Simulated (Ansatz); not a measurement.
Consider Li₂S in the anti-fluorite structure (space group Fm-3m, No. 225; a = 5.655 Å).

Method: DFT with PBEsol, PAW potentials and a 420 eV plane-wave cutoff in Ansatz (a quantum-chemistry and plane-wave program), no SOC.

Strains are applied to the cell and any free atomic positions relax.

One change was made to it. Results:

The energy rises by 7.6 meV/atom; the mean gap deformation potential ΔEg/Δln V is +0.9 eV.

Name the change that was made.
A) isotropic strain −1.00 %
B) isotropic strain +2.50 %
C) isotropic strain −2.00 %

C, isotropic strain −2.00 %. For comparison, the energy relative to the base in the other runs: isotropic strain +2.50 % gives +10 meV/atom; isotropic strain −1.00 % gives +1.8 meV/atom.

Whether these cells are dynamically stable was not tested.
